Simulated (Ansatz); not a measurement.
MgS, response to strain

Base system: MgS in the rock salt structure (space group Fm-3m, No. 225).

```yaml
crystal:
  lattice:
    - [0.00000, 2.56462, 2.56462]
    - [2.56462, 0.00000, 2.56462]
    - [2.56462, 2.56462, 0.00000]
  atoms:
    - { symbol: Mg, position: [0.00000, 0.00000, 0.00000] }
    - { symbol: S, position: [0.50000, 0.50000, 0.50000] }
```

Strains are applied to the cell and any free atomic positions relax.

Method: Kohn–Sham DFT with the LDA functional, run in Ansatz (a quantum-chemistry and plane-wave program) with PAW and 420 eV plane waves, scalar-relativistic without spin-orbit coupling.

```
isotropic strain (%)  band gap (eV)
--------------------  -------------
-3                             2.83
-1.5                           2.74
-0.5                              ?
0                              2.65
0.5                            2.62
1                              2.59
1.5                            2.56
2.5                            2.50
3                              2.46
```

Question: Fit E_g = E₀ + Dε (ε in %) to the rows shown and predict the withheld row.

Answer: Least squares on the printed values gives E₀ = 2.65 eV, D = -60.9 meV per % of strain (largest residual 0.01 eV); this predicts 2.68 eV, and the run gives 2.68 eV, in agreement.

Stability against distortions was not tested.
